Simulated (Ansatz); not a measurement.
Base system: Al in the fcc (Cu type) structure (space group Fm-3m, No. 225; a = 3.992 Å). Axes: x, y, z lie along the cube axes.

Level of theory: DFT with r2SCAN, PAW potentials and a 500 eV plane-wave cutoff in Ansatz (an electronic-structure program), no spin-orbit coupling.

Base values:

| Property | Result |
|---|---|
| Pressure | 0.0 GPa |

It is then changed as follows: strain tensor (xx, yy, zz, yz, xz, xy) = (−1.19, +0.86, +0.92, +1.00, +0.14, −0.51) %; the atoms relax in the strained cell.

Predict the new pressure and energy relative to the base.

The pressure (mean of the normal stresses, compression positive) goes from zero to -0.4 GPa; the energy goes up by 1.8 meV/atom.

Without a gap, meshes like the base's 20×20×20 leave anisotropic stresses uncertain by several tenths of a GPa, and small strain energies with them. No phonon test of stability was made.
